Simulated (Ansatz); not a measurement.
The parent structure is AlCo in the CsCl type structure (space group Pm-3m, No. 221; weakly magnetic (sensitive to the mesh)).

```
AlCo
1.0
    2.82389     0.00000     0.00000
    0.00000     2.82389     0.00000
    0.00000     0.00000     2.82389
Al Co
1 1
Direct
  0.00000   0.00000   0.00000
  0.50000   0.50000   0.50000
```

Cartesian axes are those of the cell as printed.

Level of theory: Ansatz (a program for electronic structure) r2SCAN, no spin-orbit coupling.

Before the change:

| Property | Value |
|---|---|
| Pressure | 0.0 GPa |
| Shortest interatomic distance | 2.446 Å |
| Band gap | zero |

Modification: compressive biaxial strain of 2.47 % in the plane normal to [111], as in epitaxy on a mismatched substrate; the out-of-plane cell vector and the atoms relax.

Task: Predict the new energy relative to the base, pressure, shortest interatomic distance and band gap.

Result: The energy increases by 21 meV/atom; the pressure (mean of the normal stresses, compression positive) goes from zero to 8.4 GPa; the shortest interatomic distance drops by 0.0503 Å (2.446 Å → 2.395 Å); the band gap stays zero.

The magnetic state is the one reached from the starting moments; the real material's order can differ, and small cells can't hold many antiferromagnetic ones. Without a gap, meshes like the base's 16×16×16 leave anisotropic stresses uncertain by several tenths of a GPa, and small strain energies with them. No phonon test of stability was made. Starting moments died away, wholly or in part, for biaxial strain −2.47 %, plane normal [111], relaxed out of plane and the base; another magnetic solution may exist.
